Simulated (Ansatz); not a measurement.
The starting structures come from a database of crystals and need not be the phases stable at ambient conditions.

# Evanescent states of Sr3AlO4F (I4/mcm, not sure to be the ambient phase, 18 atoms a cell, 14.6 Å³ an atom, -4 GPa at this level) along the normal of (001)

Calculation: r2SCAN (plane waves, PAW; Ansatz, a program for electronic structure).

The gap is the functional's own. No spin-orbit coupling. Mid-gap values are interpolated on the energy grid.

Energies count from the valence-band top; κ is the least over a 6×6 mesh across the current.

```tsv
E (eV)	κ (1/Å)	where
0.11	0.186	off Γ
0.33	0.298	off Γ
0.55	0.329	Γ
0.77	0.348	Γ
0.99	0.363	Γ
1.21	0.373	Γ
1.43	0.381	Γ
1.65	0.386	Γ
1.87	0.387	Γ
2.09	0.387	Γ
2.31	0.383	Γ
2.53	0.378	Γ
2.75	0.369	Γ
2.97	0.359	Γ
3.19	0.345	Γ
3.41	0.328	Γ
3.63	0.308	Γ
3.85	0.283	Γ
4.07	0.253	Γ
4.29	0.214	Γ
4.51	0.162	Γ
4.73	0.068	Γ
```

### Question
How thick must the barrier be to attenuate the transmission by 10^6 when the electrodes' Fermi level lies at 4.29 eV, and what attenuation does that film give at 2.09 eV?

### Answer
d = 6 ln 10 / (2 × 0.214) = 32.3 Å. At 2.09 eV it gives 6 × 0.387/0.214 = 10.9 decades.
